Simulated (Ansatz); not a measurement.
We consider fluorite CoSi₂, described by HSE06 (PAW; Ansatz, a first-principles code).

Settings: plane-wave cutoff 460 eV, 10×10×10 k mesh, Fermi–Dirac smearing 0.05 eV, no spin polarisation, scalar-relativistic PAW data made under PBE.

The volume scan:

```
V (Å³/atom)  E − E_lowest (meV/atom)  P (GPa)
-----------  -----------------------  -------
11.740                         23.29    12.17
12.049                          5.99     5.90
12.358                          0.00     0.42
12.575                          1.77    -2.99
12.976                         16.39    -8.53
```

Q: Estimate the bulk modulus from the pressures at 12.049 and 12.575 Å³/atom, and compare it with a fit to all energies.

A: B = −V dP/dV. Between V = 12.049 and 12.575 Å³/atom, dP/dV = (-2.99 − (5.90))/(12.575 − 12.049) = -16.9 GPa per Å³/atom; at the midpoint 12.312 Å³/atom this gives B ≈ 208 GPa. The third-order Birch–Murnaghan fit gives V0 = 12.384 Å³/atom, B0 = 202 GPa, B′ = 4.5, which lies 3 % below that estimate.

Measured, for comparison: equilibrium volume per atom 12.87 Å³/atom (room temperature, not corrected to a static lattice; as tabulated in Hegde and Bowen (2014), arXiv:1405.1317). Computed (rounded) less measured: equilibrium volume per atom -3.8 %.

Note: the run has no spin polarisation, so it can have missed a magnetic state.

Computed values are for the static lattice.

Computing time: about 23 core-minutes (a rough figure).
